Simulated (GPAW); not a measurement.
## GPAW run on NaCl (Fm-3m, 2 atoms in the cell): self-consistent single point

Computed with PBE, GPAW PAW datasets PBE (gpaw-data 1.0.1) (plane waves; GPAW 25.7.0).

The input file:

```python
from ase import Atoms
from ase.units import GPa
from gpaw import GPAW, PW, FermiDirac

atoms = Atoms(['Na', 'Cl'],
              cell=[[0.000000, 2.828460, 2.828460],
                    [2.828460, 0.000000, 2.828460],
                    [2.828460, 2.828460, 0.000000]],
              scaled_positions=[[0.000000, 0.000000, 0.000000],
                                [0.500000, 0.500000, 0.500000]],
              pbc=True)

calc = GPAW(mode=PW(800),
            xc='PBE',
            kpts=(5, 5, 5),
            occupations=FermiDirac(0.01),
            nbands=-8,
            convergence={'density': 1e-05, 'bands': -6},
            symmetry={'symmorphic': False, 'tolerance': 0.0005},
            maxiter=120)

atoms.calc = calc

energy = atoms.get_potential_energy()
print('Energy (eV):', round(energy, 6))
forces = atoms.get_forces()
print('Forces (eV/Ang):')
print(forces.round(5))
stress = atoms.get_stress()
print('Stress (GPa, Voigt):', (stress / GPa).round(4))
```

Output, abridged:

```
Input parameters:
  convergence: {bands: -6,
                density: 1e-05}
  kpts: [5 5 5]
  maxiter: 120
  mode: {ecut: 800.0,
         name: pw}
  nbands: -8
  occupations: {fixmagmom: False,
                name: fermi-dirac,
                width: 0.01}
  symmetry: {symmorphic: False,
             tolerance: 0.0005}
  xc: PBE

species:
  Na:
    name: Sodium
    Z: 11.0
    valence: 7
    core: 4
    charge: 0.0
    file: Na.PBE.gz

    # Using partial waves for Na as LCAO basis

  Cl:
    name: Chlorine
    Z: 17.0
    valence: 7
    core: 10
    charge: 0.0
    file: Cl.PBE.gz

    # Using partial waves for Cl as LCAO basis

Reference energy: -16973.559893  # eV

Spin-paired calculation

Convergence criteria:
 Maximum [total energy] change in last 3 cyles: 0.0005 eV / valence electron
 Maximum integral of absolute [dens]ity change: 1e-05 electrons / valence electron
 Maximum integral of absolute [eigenst]ate change: 4e-08 eV^2 / valence electron
 Maximum number of scf [iter]ations: 120

Symmetries present (total): 48
Symmetries with fractional translations: 0
125 k-points: 5 x 5 x 5 Monkhorst-Pack grid
10 k-points in the irreducible part of the Brillouin zone
       k-points in crystal coordinates                weights
   0:     0.00000000    0.00000000    0.00000000          1/125
   1:     0.20000000    0.20000000    0.00000000          6/125
   2:     0.20000000    0.20000000    0.20000000          8/125
   [... 7 lines left out ...]

Wave functions: Plane wave expansion
  Cutoff energy: 800.000 eV
  Number of coefficients (min, max): 2277, 2337
  Pulay-stress correction: 0.000000 eV/Ang^3 (de/decut=0.000000)

Occupation numbers: Fermi-Dirac:
  width: 0.0100  # eV

Eigensolver

Densities:
  Coarse grid: 27*27*27 grid
  Fine grid: 54*54*54 grid
  Total Charge: 0.000000

Density mixing:
  Method: separate
  Backend: pulay
  Linear mixing parameter: 0.05
  old densities: 5
  Damping of long wavelength oscillations: 50

Hamiltonian:
  XC and Coulomb potentials evaluated on a 54*54*54 grid
  External potential:
    NoExternalPotential

XC parameters: PBE with 2 nearest neighbor stencil

Number of atoms: 2
Number of atomic orbitals: 11
Number of bands in calculation: 15
Number of valence electrons: 14
Bands to converge: 9

Density initialized from atomic densities
  11 bands from LCAO basis set
  4 bands from random numbers

Atomic positions and initial magnetic moments

Positions:
   0 Na     0.000000    0.000000    0.000000    ( 0.0000,  0.0000,  0.0000)
   1 Cl     2.828460    2.828460    2.828460    ( 0.0000,  0.0000,  0.0000)

Unit cell:
           periodic     x           y           z      points  spacing
  1. axis:    yes    0.000000    2.828460    2.828460    27     0.1210
  2. axis:    yes    2.828460    0.000000    2.828460    27     0.1210
  3. axis:    yes    2.828460    2.828460    0.000000    27     0.1210

  Lengths:   4.000046   4.000046   4.000046
  Angles:   60.000000  60.000000  60.000000

Effective grid spacing dv^(1/3) = 0.1320

     iter     time        total  log10-change:
                         energy   eigst   dens
iter:   1 --:--:--    -6.837764   +0.64
iter:   2 --:--:--    -6.821907   -0.41  -1.32
iter:   3 --:--:--    -6.761981   -1.32  -1.35
iter:   4 --:--:--    -6.771110   -2.44  -1.61
iter:   5 --:--:--    -6.775672   -2.88  -1.81
iter:   6 --:--:--    -6.775618c  -4.25  -2.98
iter:   7 --:--:--    -6.775555c  -5.15  -2.99
iter:   8 --:--:--    -6.775729c  -4.37  -2.75
iter:   9 --:--:--    -6.775723c  -5.84  -3.85
iter:  10 --:--:--    -6.775720c  -6.19  -3.85
iter:  11 --:--:--    -6.775720c  -7.58c -4.28
iter:  12 --:--:--    -6.775720c  -8.89c -4.82
iter:  13 --:--:--    -6.775720c  -9.40c -4.89
iter:  14 --:--:--    -6.775720c -10.23c -4.90
iter:  15 --:--:--    -6.775720c  -8.49c -4.92
iter:  16 --:--:--    -6.775720c  -9.31c -5.33c

Converged after 16 iterations.

Dipole moment: (-0.000000, -0.000000, -0.000000) |e|*Ang

Energy contributions relative to reference atoms: (reference = -16973.559893)

Kinetic:         +8.098111
Potential:       -8.141781
External:        +0.000000
XC:              -6.771494
Entropy (-ST):   -0.000000
Local:           +0.039444
SIC:             +0.000000
--------------------------
Free energy:     -6.775720
Extrapolated:    -6.775720

Showing only first 2 kpts
 Kpt  Band  Eigenvalues  Occupancy
  0     5     -0.57844    2.00000
  0     6     -0.57844    2.00000
  0     7      4.49952    0.00000
  0     8     10.45314    0.00000

  1     5     -0.79750    2.00000
  1     6     -0.79750    2.00000
  1     7      5.93091    0.00000
  1     8      8.94350    0.00000

Fermi level: 1.39000

Gap: 5.078 eV
Transition (v -> c):
  (s=0, k=0, n=6, [0.00, 0.00, 0.00]) -> (s=0, k=0, n=7, [0.00, 0.00, 0.00])
No difference between direct/indirect transitions
Energy (eV): -6.77572

Forces in eV/Ang:
  0 Na    0.00000    0.00000    0.00000
  1 Cl    0.00000    0.00000    0.00000

Stress tensor:
    -0.003059     0.000000    -0.000000
     0.000000    -0.003059     0.000000
    -0.000000     0.000000    -0.003059
Stress (GPa, Voigt): [-0.49 -0.49 -0.49  0.   -0.    0.  ]
```

The run converged in 16 iterations. GPAW prints stress with tension positive.

The starting cell has typed, rounded lattice constants, without a prior relaxation at this level. Its lattice was rescaled by up to half a per cent.
